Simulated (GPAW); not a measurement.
GPAW 25.7.0, DFT, PBE, plane waves, PAW datasets of gpaw-data 1.0.1: CdSe (from the phase in space group 216, mp-2691), 2 atoms. Basis and mesh were picked for this test and aren't claimed converged.

```json
{
 "cell": "4.34, 4.34, 4.34 Å; 60, 60, 60°",
 "task": "scf",
 "mode.name": "pw",
 "mode.ecut": "350 eV",
 "xc": "PBE",
 "k mesh": "6×6×6",
 "kpts.gamma": "true",
 "occupations.name": "fermi-dirac",
 "occupations.width": "0.02 eV",
 "convergence.density (electrons an electron)": "1e-05",
 "maxiter": "150",
 "parallel.kpt": "2",
 "parallel.band": "1",
 "parallel.domain": "1",
 "parallel.sl_auto": "false",
 "parallel.augment_grids": "true",
 "mixer.backend": "pulay (default)",
 "mixer.method": "separate (default)",
 "mixer.beta": "0.05 (default)",
 "mixer.nmaxold": "5 (default)",
 "mixer.weight": "50 (default)",
 "convergence.eigenstates (eV² an electron)": "4e-08 (default)",
 "convergence.energy (eV an electron)": "0.0005 (default)",
 "k-points after symmetry": "16",
 "bands": "13",
 "electrons": "18",
 "plane_waves": "881",
 "coarse_grid": "20*20*20",
 "symmetry_operations": "24"
}
```

One run each.

All on 2 ranks. Base settings, kept where nothing else is said: eigensolver.name = dav (default), eigensolver.niter = 2 (default) (eigensolver.blocksize not set). The settings tried:
- the base settings
- eigensolver.name = rmm-diis, eigensolver.niter = 3 (default), eigensolver.blocksize = 32
- eigensolver.name = rmm-diis, eigensolver.niter = 3 (default)
- eigensolver.name = cg, eigensolver.niter = 4
- eigensolver.name = cg
- eigensolver.name = rmm-diis, eigensolver.niter = 5
- eigensolver.niter = 3
- eigensolver.name = rmm-diis, eigensolver.niter = 1
- eigensolver.niter = 1

Problem. Name the extremes by SCF iterations: fewest, most, and any that don't converge.

Solution. Fewest SCF iterations, with those close behind: eigensolver.name = rmm-diis, eigensolver.niter = 5 (17); eigensolver.niter = 3 (20). Most among those that reach the base run's result: eigensolver.name = rmm-diis, eigensolver.niter = 1 (31); eigensolver.name = cg (28). All converged.

```tsv
setting	SCF iterations	end
eigensolver.name = rmm-diis, eigensolver.niter = 5	17	converged
eigensolver.niter = 3	20	converged
the base settings	21	converged
eigensolver.name = rmm-diis, eigensolver.niter = 3 (default), eigensolver.blocksize = 32	24	converged
eigensolver.name = cg, eigensolver.niter = 4	24	converged
eigensolver.name = rmm-diis, eigensolver.niter = 3 (default)	24	converged
eigensolver.niter = 1	26	converged
eigensolver.name = cg	28	converged
eigensolver.name = rmm-diis, eigensolver.niter = 1	31	converged
```

An iteration's cost differs between solvers, so these counts don't give the time.
